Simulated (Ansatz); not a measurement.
Consider InPd in the CsCl type structure (space group Pm-3m, No. 221; relaxed with 0.1 eV smearing).

```
InPd
1.0
    3.24799     0.00000     0.00000
    0.00000     3.24799     0.00000
    0.00000     0.00000     3.24799
In Pd
1 1
Direct
  0.50000   0.50000   0.50000
  0.00000   0.00000   0.00000
```

Cartesian axes are those of the cell as printed.

Level of theory: DFT with PBEsol, PAW potentials and a 420 eV plane-wave cutoff in Ansatz (a program for electronic structure), scalar-relativistic without spin-orbit coupling.

One thing is altered: every lattice vector is shortened by 1.00 %; the atoms relax in the strained cell.

Question: Predict the stress tensor and what it implies for the stiffness.

Answer: Stress of the strained cell less that of the base (GPa, compression positive):
```
    4.5     0.0     0.0
    0.0     4.5     0.0
    0.0     0.0     4.5
```

Then B = −ΔP/(ΔV/V₀) with ΔV/V₀ = -0.0297 gives secant stiffness values (nonlinear terms included at this strain): B ≈ 150 GPa.

As a check, the harmonic strain energy −½ V₀ Δσ:ε is 7.1 meV/atom; the computed energy rise is 6.8 meV/atom.

Whether these cells are dynamically stable was not tested. The final runs are not spin-polarised.
